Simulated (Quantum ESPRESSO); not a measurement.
A user runs Quantum ESPRESSO on SiNi (Pnma, 8 atoms in the cell) and asks whether the run is sound. The aim is a self-consistent single point with DFT, PBE, plane waves, PSlibrary PAW (PBE) pseudopotentials.

Cell that was meant: a = 5.1752 Å, b = 3.3321 Å, c = 5.6094 Å, α = 90.00°, β = 90.00°, γ = 90.00°.

Part of the input:

```fortran
   occupations = 'smearing',
   smearing = 'gaussian',
   degauss = 0.0073499,
   nbnd = 28,
   nspin = 2,
   starting_magnetization(1) = 0.200,
/
```

Output (repeated stretches shortened):

```
     file Ni.pbe-n-kjpaw_psl.1.0.0.UPF: wavefunction(s)  4S 3D renormalized
   [... lines left out ...]
        k(    1) = (   0.0000000   0.0000000   0.0000000), wk =   0.0138889
        k(    2) = (   0.0000000   0.0000000   0.3075314), wk =   0.0277778
        k(    3) = (   0.0000000   0.2588558   0.0000000), wk =   0.0277778
   [... 21 lines left out ...]

     Dense  grid:    57309 G-vectors     FFT dimensions: (  54,  36,  60)

     Smooth grid:    31135 G-vectors     FFT dimensions: (  48,  30,  48)

     Initial potential from superposition of free atoms

     starting charge      55.9968, renormalised to      56.0000
     Self-consistent Calculation

     iteration #  1     ecut=    50.00 Ry     beta= 0.30

---- Real-time Memory Report at c_bands before calling an iterative solver
           237 MiB given to the printing process from OS
           140 MiB allocation reported by mallinfo(arena+hblkhd)
------------------

     total energy              =    -929.49438734 Ry
     estimated scf accuracy    <       1.20228532 Ry

     total magnetization       =     0.00 Bohr mag/cell
     absolute magnetization    =     1.48 Bohr mag/cell

     iteration #  2     ecut=    50.00 Ry     beta= 0.30

   [... lines left out ...]
------------------

     Magnetic moment per site  (integrated on atomic sphere of radius R)
     atom   1 (R=0.181)  charge=  8.3469  magn= -0.0000
     atom   2 (R=0.181)  charge=  8.3469  magn= -0.0000
     atom   3 (R=0.181)  charge=  8.3469  magn= -0.0000
     atom   4 (R=0.181)  charge=  8.3469  magn= -0.0000
     atom   5 (R=0.181)  charge=  1.6563  magn=  0.0000
     atom   6 (R=0.181)  charge=  1.6563  magn=  0.0000
     atom   7 (R=0.181)  charge=  1.6563  magn=  0.0000
     atom   8 (R=0.181)  charge=  1.6563  magn=  0.0000
     End of self-consistent calculation

     the Fermi energy is    14.0939 ev

!    total energy              =    -929.99657244 Ry
     estimated scf accuracy    <          3.8E-10 Ry
     smearing contrib. (-TS)   =      -0.00000000 Ry
     internal energy E=F+TS    =    -929.99657244 Ry

      -> PAW hartree energy AE =     355.13928325 Ry
      -> PAW hartree energy PS =    -353.76436802 Ry
      -> PAW xc energy AE      =    -674.02196906 Ry
      -> PAW xc energy PS      =     190.05077917 Ry
      -> total E_H with PAW    =     113.44697754 Ry
      -> total E_XC with PAW   =    -676.12435502 Ry

     total magnetization       =     0.00 Bohr mag/cell
     absolute magnetization    =     0.00 Bohr mag/cell

     convergence has been achieved in  43 iterations

   [... lines left out ...]

     Total force =     0.011401     Total SCF correction =     0.000016

          total   stress  (Ry/bohr**3)                   (kbar)     P=       21.10
   0.00023887   0.00000000   0.00000000           35.14        0.00        0.00
   0.00000000   0.00019660   0.00000000            0.00       28.92        0.00
   0.00000000   0.00000000  -0.00000515            0.00        0.00       -0.76

   JOB DONE.
```

Q: Can these results be used? Check the input.

A: The run is not sound. The fault is too few bands. The band count has to hold all valence electrons, and a smeared run needs empty bands on top for the tail of the occupations. To fix it, raise the band count or leave it to the default. The run converged in 43 iterations without an error; against the sound input the free energy rises by 52.4 meV/atom, the pressure goes from 1.41 to 2.11 GPa and the largest force goes from 0.060 to 0.133 eV/Å.

An input that runs soundly differs in these lines (not the only fix; some lines may just follow from the change or write a value another way):
```diff
-   nbnd = 28,
```

With that input, the run converged in 16 iterations: free energy E − TS -12653.6674 eV; Fermi level (on the code's own zero) 12.66 eV; pressure 1.41 GPa; largest force (vector length) 0.060 eV/Å; size of the cell's spin moment 0.00 μB (DFT, PBE, plane waves, PSlibrary PAW (PBE) pseudopotentials).

On the sound input: the starting cell comes from a database of published, mostly measured structures (it also holds non-ambient and calculated ones), without a prior relaxation at this level. The starting moments vanished: the run ended non-magnetic, which need not be the lowest state. Without a gap this mesh is coarse (it stands for a supercell whose shortest vector is 17 Å).
